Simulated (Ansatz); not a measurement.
## The (210) surface of fcc Pb in its 1x1 cell, outermost plane spacing 1.13 Å in the ideal cut

Computed with PBE (plane waves to 420 eV, PAW; Ansatz, a quantum-chemistry and plane-wave program).

Slab: 10 atoms, 10.1 Å thick at the start (thin: gaps and levels are the slab's own); k 8x7x1, smearing 0.1 eV, dipole-corrected; all atoms relaxed; held to the part of the start's symmetry that mesh and held atoms allow; no spin, no spin-orbit, no U.

```yaml
surface energy (mean of both faces): 23 meV/Å²
surface_energy_before_relaxation: 0.43 J/m²
work_function_of_the_top_face: 3.81 eV
energy_released_by_relaxation: 0.26 eV
cost: about 15 core-minutes (a rough figure)
```
